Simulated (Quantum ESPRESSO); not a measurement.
# Equation of state of zinc-blende GaP (space group 216): energy against volume (Quantum ESPRESSO, PBEsol)

```yaml
crystal:
  lattice:
    - [0.00000, 2.64588, 2.64588]
    - [2.64588, 0.00000, 2.64588]
    - [2.64588, 2.64588, 0.00000]
  atoms:
    - { symbol: Ga, position: [0.00000, 0.00000, 0.00000] }
    - { symbol: P, position: [0.75000, 0.75000, 0.75000] }
```

Method of the run: PBEsol, GBRV 1.5 ultrasoft (PBESOL) pseudopotentials (plane waves; Quantum ESPRESSO 7.5). Settings: ecutwfc = 65 Ry; ecutrho = 325 Ry; occupations = smearing; smearing = fermi-dirac; degauss = 0.000734986 Ry; potentials = {Ga: ga_pbesol_v1.4.uspp.F.UPF, P: p_pbesol_v1.5.uspp.F.UPF}; K_POINTS = automatic 11 11 11 0 0 0; conv_thr = 1e-10 Ry; mixing_beta = 0.3. The cell above is the first row's. The rows scale it uniformly. In all rows fractional positions and the k mesh are held. E is the free energy at the stated smearing, counted from the lowest row.

| V (Å^3/atom) | E (meV/atom) |
|---|---|
| 18.523 | 38.84 |
| 18.926 | 20.88 |
| 19.328 | 8.82 |
| 19.731 | 2.04 |
| 20.134 | 0.00 |
| 20.536 | 2.22 |
| 20.939 | 8.26 |
| 21.342 | 17.69 |
| 21.744 | ? |

Using the third-order Birch-Murnaghan form, a cubic in V^(-2/3), estimate the missing E at V = 21.744 from the other rows, showing the fit.

With u = V^(-2/3) - 0.136, the rows have u = 0.006843, 0.004808, 0.002849, 0.000952, -0.000882, -0.002651, -0.004368, -0.006030. Least squares gives E = 0.435 + 1062.80·u + 657551·u² + 1085593·u³. Residuals (row less fit): -0.007, 0.014, -0.005, -0.004, -0.008, 0.002, 0.012, -0.007; standard error 0.012 (degrees of freedom: 4). Its minimum lies at u = -0.000810, so V0 = (0.135190)^(-3/2) = 20.12. There d²E/du² = 1310000 and d³E/du³ = 6514000, so B0 = (4/9) × 20.12^(-7/3) × 1310000 × 0.160218 = 84.7 GPa (the last factor turns the table's units into GPa), and B0' = 4 + (2/3) × 0.135190 × (6514000)/1310000 = 4.4. The program's pressures in the fitted runs (not shown) pass through zero at V = 20.07, 0.26 % from this V0. At the withheld row, u = -0.007637, so E = 0.435 + 1062.80 × (-0.007637) + 657551 × (-0.007637)² + 1085593 × (-0.007637)³ = 30.186 meV/atom. The calculation gives 30.16 meV/atom, 0.026 meV/atom below the prediction (0.1 % of the range of E in the table). The row lies outside the fitted rows, so this is an extrapolation. From the scatter of the fitted rows alone, a prediction at this place has a standard error of 0.028 meV/atom, so the miss is 0.9 times that.

Carrying the step between the two nearest rows on in a straight line would have given 27.10, off by 3.06; series whose last step already gives the withheld value aren't shown. The scan was laid around a cell of about the measured size, scaled by a guess for this functional. The runs keep the symmetry of the cell, so they don't test it for distortions. Cutoffs and mesh are single choices, not tested for convergence of this quantity. Series with a scatter that would blur these digits, or in which a gap closes, are not shown. Nor are scans whose minimum lies at an end fitted in this form.
